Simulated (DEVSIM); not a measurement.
Device: abrupt GaAs p-n junction, at 250 K.

Layer 1 from the left is GaAs, thickness (μm) 61.0, Na (cm⁻³) 8.3e15, τn (s) 8.7e-10, τp (s) 8.7e-10. Layer 2 from the left is GaAs, thickness (μm) 22.0, Nd (cm⁻³) 6.1e16, τn (s) 8.7e-10, τp (s) 8.7e-10.

Left contact: ohmic. Right contact: ohmic. Voltage is applied to the left contact. Recombination: SRH at mid-gap, radiative. Mobility is μmin + (μ − μmin)/(1 + (N/Nref)^α).

The device is made up for the run: typed textbook-type constants, with dimensions and the other settings drawn at random. Values at 300 K; Nc and Nv go as T^1.5, mobilities as T to minus their exponent, the gap by Varshni's rule with the affinity fixed.

GaAs: gap (eV) 1.424, affinity (eV) 4.07, permittivity 12.9, Nc (cm⁻³) 4.7e17, Nv (cm⁻³) 9e18, μn (cm²/Vs) 8500, μp (cm²/Vs) 400, μn,min 500, μp,min 20, Nref,n 6e16, Nref,p 1.5e17, αn 0.39, αp 0.38, T exponent of μn 2.1, T exponent of μp 2.2, B (cm³/s) 2e-10, Varshni α (eV/K) 0.000541, Varshni β (K) 204.

Problem. Estimate by hand the built-in potential, the peak field at zero bias, the capacitance at -1.5 V, and compare with a numerical solution.

Solution. 
- Built-in potential: ni = √(Nc Nv) exp(−Eg/2kT) = 4150 cm⁻³ with Eg = 1.446 eV; Vbi = kT/q ln(Na Nd/ni²) = 1.263 V; numerical 1.263 V.
- Peak field at zero bias: depletion approximation: W = √(2εVbi/(qN)) = 0.497 μm with N = 7.31e15 cm⁻³; field = 2Vbi/W = 50900 V/cm; numerical 50000 V/cm (estimate above by 1.7 %).
- Capacitance at -1.5 V: C = √(qεN / 2(Vbi + |V|)) = 15.6 nF/cm²; numerical 15.7 nF/cm² (estimate below by 0.78 %).

Simulated with DEVSIM: 1D drift-diffusion, Boltzmann statistics, complete ionisation; no tunnelling, impact ionisation, image-force lowering or self-heating.
